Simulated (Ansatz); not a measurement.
**Several settings converged on HfGa3 (I4mm, 4 atoms in the cell)**

```xyz
4
Lattice="-1.9228 1.9228 4.4878 1.9228 -1.9228 4.4878 1.9228 1.9228 -4.4878" Properties=species:S:1:pos:R:3 pbc="T T T"
Hf     0.0000     0.0000     0.0500
Ga     0.0000     0.0000     4.4878
Ga     0.0000     1.9228     2.2439
Ga     1.9228     0.0000     2.2439
```

Base method: LDA (PW92), default PAW files made with PBE (plane waves; Ansatz, a program for electronic structure).

Base settings: basis.ecutwfc = 420 eV; kpoints.mp_grid.grid = 7 7 7; hamiltonian.xc = lda; hamiltonian.pseudopotentials = {kind: paw} (the program's default PAW files); scf.occupations.method = gaussian; scf.occupations.width = 0.1 eV.

The count of work is k-points × plane waves × bands × iterations; it is no time. Core times come from one kind of shared machine, to one figure; runs under 30 s give none.

**The cutoff for other potential files**

Level: DFT, LDA (PW92), plane waves, harder PAW files (source: ansatz) made with PBE.

In this ladder: hamiltonian.pseudopotentials = {kind: paw, source: ansatz}.

The second cell is the first with its lattice scaled by 0.98.

The mesh stays at the base's, so the ladder's end is converged at best in this setting alone.

The first pressure column holds Ansatz's estimate of the finite-basis (Pulay) stress, which hides part of the cutoff error; the other is without it.

Only quantities that move along the ladder and can be compared are tabulated.

```csv
basis.ecutwfc,free energy less the last step's (meV/atom),energy of the compressed cell less the first (meV/atom),pressure (GPa),pressure without the Pulay estimate (GPa),largest difference of a force vector from the last step's (eV/Å),count of work / last,core time / last (rough)
460 eV,31765.90,-65.44,-5.15,-1722.02,0.223,0.11,–
560 eV,5093.12,-5.52,-4.37,-342.54,0.041,0.15,–
715 eV,267.47,-2.20,-3.92,-28.34,0.000,0.21,–
865 eV,11.47,-2.25,-3.80,-5.17,0.000,0.27,0.3
1020 eV,1.27,-2.24,-3.80,-3.84,0.000,0.35,0.3
1225 eV,0.68,-2.24,-3.80,-3.82,0.000,0.46,0.5
1530 eV,0.24,-2.24,-3.80,-3.81,0.000,0.65,0.9
2040 eV,0.00,-2.24,-3.80,-3.81,0.000,1.0,1
```

Coarsest basis.ecutwfc that holds the free energy within 1 meV/atom of the last step, with all finer ones: 1225 eV; the step before is off by 1.3 meV/atom.

Coarsest basis.ecutwfc that holds the pressure within 0.5 GPa of the last step, with all finer ones: 715 eV, at 0.21 of the last step's count of work; the step before is off by 0.57 GPa.

Coarsest basis.ecutwfc that holds the energy of the compressed cell less the first within 0.2 meV/atom of the last step, with all finer ones: 715 eV, at 0.21 of the last step's count of work; the step before is off by 3.3 meV/atom.

The energy difference between the two cells stays within 1 meV/atom of the last step's from 715 eV on, the total only from 1225 eV on: much of the error is common to both cells and cancels.

At the lowest cutoff the pressure without the Pulay estimate lies 1720 GPa under the last step's, the usual sign of Pulay stress in an incomplete plane-wave basis.

**The density cutoff**

The second cell is the first with its lattice scaled by 0.98.

The mesh stays at the base's, so the ladder's end is converged at best in this setting alone.

Only quantities that move along the ladder and can be compared are tabulated.

```tsv
basis.ecutrho_ratio	free energy less the last step's (meV/atom)	energy of the compressed cell less the first (meV/atom)	pressure (GPa)
2	-13.48	-2.23	-3.07
3	-0.18	-2.61	-3.84
4	0.00	-2.64	-3.86
5	0.00	-2.64	-3.86
6	0.00	-2.64	-3.86
8	0.00	-2.64	-3.86
10	0.00	-2.64	-3.86
12	0.00	-2.64	-3.86
16	0.00	-2.64	-3.86
```

Coarsest basis.ecutrho_ratio that holds the energy of the compressed cell less the first within 0.2 meV/atom of the last step, with all finer ones: 3; the step before is off by 0.41 meV/atom.

Coarsest basis.ecutrho_ratio that holds the pressure within 0.2 GPa of the last step, with all finer ones: 3; the step before is off by 0.79 GPa.

Coarsest basis.ecutrho_ratio that holds the free energy within 5 meV/atom of the last step, with all finer ones: 3; the step before is off by 13 meV/atom.

The energy difference between the two cells stays within 1 meV/atom of the last step's from 2 on, the total only from 3 on: much of the error is common to both cells and cancels.

**The relaxed cell against the cutoff**

On HfGa3 (I4/mmm, 4 atoms in the cell): atoms on their sites.

In this ladder: relax = cell and atoms.

The mesh stays at the base's, so the ladder's end is converged at best in this setting alone.

Only quantities that move along the ladder and can be compared are tabulated.

```csv
basis.ecutwfc,relaxed volume (Å³/atom),relaxation steps,core time / last (rough)
210 eV,15.591,80,2
250 eV,16.241,29,1.0
295 eV,16.083,15,0.7
355 eV,16.028,7,0.4
420 eV,16.026,5,–
505 eV,16.025,5,0.7
630 eV,16.025,5,0.5
840 eV,16.025,5,1
```

Coarsest basis.ecutwfc that holds the relaxed volume within 0.032 Å³/atom of the last step, with all finer ones: 355 eV, at about 0.4 of the last step's time; the step before is off by 0.058 Å³/atom.

At the lowest cutoff the cell relaxes to a volume 2.7 % smaller than at the highest. Ansatz relaxes on a stress corrected for the finite basis.

On the base run: the starting cell comes from a database of computed structures (which also holds hypothetical and non-ambient phases and stackings), without a prior relaxation at this level. Its lattice was rescaled by up to half a per cent. One atom was moved a little off its site on purpose.

Keys are those of Ansatz 0.2.
